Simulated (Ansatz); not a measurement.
Pd: x(Pt) = 0.667, 3 atoms, Immm

Start from Pd in the fcc (Cu type) structure (space group Fm-3m, No. 225; a = 3.908 Å).

The other end (x = 1) is Pt in the fcc (Cu type) structure (space group Fm-3m, No. 225): 15.29 Å³/atom, gap zero.

Modification: Pt replaces 66.7 % of the Pd, ordered in a cell of 3 atoms (starting symmetry Immm) and fully relaxed.

Computed with r2SCAN (Ansatz, a quantum-chemistry and plane-wave program; PAW; 500 eV plane waves; spin-orbit coupling left out). k-mesh 20×20×20 (Γ-centred); smearing 0.05 eV (Fermi–Dirac).

```tsv
quantity	base	changed	shift
volume per atom	14.93 Å³	15.13 Å³	+0.206 Å³
shortest interatomic distance	2.764 Å	2.766 Å	+0.002 Å
band gap	zero	zero	–
mixing energy (to 0.01 eV only: unlike meshes or grids)	–	-0.03 eV/atom	–
deviation of the volume from the linear (Vegard-type) interpolation	–	-0.3 %	–
```

Cost of the whole job for the changed cell (relaxation, final SCF and bands): roughly 18 core-minutes.

These are small ordered cells, not random alloys; other orderings at the same x differ. No phonon test of stability was made. All final runs are without spin polarisation. Pt lies near a magnetic instability that expansion can trigger; it was not tested. PdPt2 and Pd have a high density of states at the Fermi level and may be magnetic at this level.
